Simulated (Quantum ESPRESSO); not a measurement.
Input and output of a self-consistent single point for YHg₂ (P6/mmm, 3 atoms in the cell) (Quantum ESPRESSO).

Method: LDA (PZ), GBRV 1.5 ultrasoft (LDA) pseudopotentials (plane waves; Quantum ESPRESSO 7.5).

```
CELL_PARAMETERS angstrom
      4.80153     0.00000     0.00000
     -2.40077     4.15825     0.00000
      0.00000     0.00000     3.43464
ATOMIC_POSITIONS crystal
  Y  0.00000 0.00000 0.00000
  Hg 0.33333 0.66667 0.50000
  Hg 0.66667 0.33333 0.50000
```

Reference input (self-consistent single point, DFT, PBEsol, plane waves, GBRV 1.5 ultrasoft (PBESOL) pseudopotentials): ecutwfc = 40 Ry; ecutrho = 320 Ry; occupations = smearing; smearing = fd; degauss = 0.0099958 Ry; potentials = {Y: y_pbesol_v1.4.uspp.F.UPF, Hg: hg_pbesol_v1.uspp.F.UPF}; K_POINTS = automatic 9 9 11 0 0 0; conv_thr = 1e-11 Ry; mixing_beta = 0.7. This run's input differs from it in these lines:

```diff
@@ -22,4 +22,4 @@
 ATOMIC_SPECIES
-Y     88.9058  y_pbesol_v1.4.uspp.F.UPF
-Hg   200.5920  hg_pbesol_v1.uspp.F.UPF
+Y     88.9058  y_lda_v1.4.uspp.F.UPF
+Hg   200.5920  hg_lda_v1.uspp.F.UPF
 ATOMIC_POSITIONS crystal
```

Output, abridged:

```
     Self-consistent Calculation

     iteration #  1     ecut=    40.00 Ry     beta= 0.70

     Threshold (ethr) on eigenvalues was too large:
     Diagonalizing with lowered threshold

     total energy              =    -307.88083229 Ry
     estimated scf accuracy    <       0.20112755 Ry

     iteration #  2     ecut=    40.00 Ry     beta= 0.70

     total energy              =    -307.92460210 Ry
     estimated scf accuracy    <       0.33457711 Ry

     iteration #  3     ecut=    40.00 Ry     beta= 0.70

     total energy              =    -307.98118958 Ry
     estimated scf accuracy    <       0.00226149 Ry

   [... 7 blocks of this kind left out ...]

     iteration # 11     ecut=    40.00 Ry     beta= 0.70

     total energy              =    -307.98415442 Ry
     estimated scf accuracy    <          6.1E-11 Ry

     iteration # 12     ecut=    40.00 Ry     beta= 0.70
     c_bands:  1 eigenvalues not converged
     End of self-consistent calculation

     the Fermi energy is    12.9348 ev

!    total energy              =    -307.98415442 Ry
     estimated scf accuracy    <          4.7E-12 Ry
     smearing contrib. (-TS)   =      -0.00785055 Ry
     internal energy E=F+TS    =    -307.97630387 Ry

     convergence has been achieved in  12 iterations

     Forces acting on atoms (cartesian axes, Ry/au):

     atom    1 type  1   force =     0.00000000   -0.00000000    0.00000000
   [... zero for the other atoms too ...]

     Total force =     0.000000     Total SCF correction =     0.000000

          total   stress  (Ry/bohr**3)                   (kbar)     P=      -18.56
  -0.00011729  -0.00000000   0.00000000          -17.25       -0.00        0.00
  -0.00000000  -0.00011729  -0.00000000           -0.00      -17.25       -0.00
   0.00000000  -0.00000000  -0.00014398            0.00       -0.00      -21.18

   JOB DONE.
```

The run converged in 12 iterations. Against the reference run the pressure goes from 1.02 to -1.86 GPa. The full log also holds: “c_bands:  1 eigenvalues not converged”.

The starting cell comes from a database of computed structures (which also holds hypothetical and non-ambient phases and stackings), without a prior relaxation at this level. Its lattice was rescaled by a random factor within 2.5 % of one. Spin-orbit coupling is off.

Cost on one core of a shared machine: roughly 90 s.
